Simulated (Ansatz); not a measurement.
Start from SiO2 in the rutile structure (space group P4_2/mnm, No. 136).

```
CELL_PARAMETERS angstrom
      4.18520     0.00000     0.00000
      0.00000     4.18520     0.00000
      0.00000     0.00000     2.66883
ATOMIC_POSITIONS crystal
  Si 0.50000 0.50000 0.50000
  Si 0.00000 0.00000 0.00000
  O  0.80610 0.80610 0.50000
  O  0.30610 0.69390 0.00000
  O  0.69390 0.30610 0.00000
  O  0.19390 0.19390 0.50000
```

Cartesian axes are those of the cell as printed.

All numbers come from Ansatz (a program for electronic structure) r2SCAN, no spin-orbit coupling.

For the base:

The band gap comes out as 6.51 eV. The pressure is 0.00 GPa and the valence-band top at Γ is 0.00, -0.88, -0.88 eV.

The change: tensile biaxial strain of 1.56 % in the plane normal to [001], as in epitaxy on a mismatched substrate; the out-of-plane cell vector and the atoms relax.

Q: How does this affect the band gap, out-of-plane strain, pressure and valence-band top at Γ?

A: The band gap falls by 0.256 eV (6.51 eV → 6.26 eV); the out-of-plane strain amounts to -0.76 %; the pressure (mean of the normal stresses, compression positive) goes from zero to -5.15 GPa; the valence-band top at Γ (three highest levels, from the VBM) changes from 0.00, -0.88, -0.88 eV to 0.00, -0.85, -0.85 eV.

Whether these cells are dynamically stable was not tested.
